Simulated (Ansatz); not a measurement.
SiC: response to strain

Start from SiC in the wurtzite structure (space group P6_3mc, No. 186; a = 3.092 Å, c = 5.074 Å). Axes: x lies along a and z along c of the hexagonal cell.

Strains are applied to the cell and any free atomic positions relax.

Computed with Kohn–Sham DFT with the PBE functional, run in Ansatz (a quantum-chemistry and plane-wave program) with PAW and 420 eV plane waves, no SOC.

Notes on the quantities. energy relative to the base: free energy F.

```csv
uniaxial strain ε_zz (%),energy relative to the base (meV/atom)
0,0.0
0.6,?
1.2,2.5
1.8,5.5
2.4,9.7
3,15.0
```

Problem. Fit ΔE = Aε² + Bε³ (ε in %) to the rows shown and predict the withheld row.

Solution. Least squares on the printed values gives A = 1.76 and B = -0.030 meV/atom (largest residual 0.0 meV/atom); this predicts 0.6 meV/atom, and the run gives 0.6 meV/atom, in agreement.

No phonon test of stability was made.
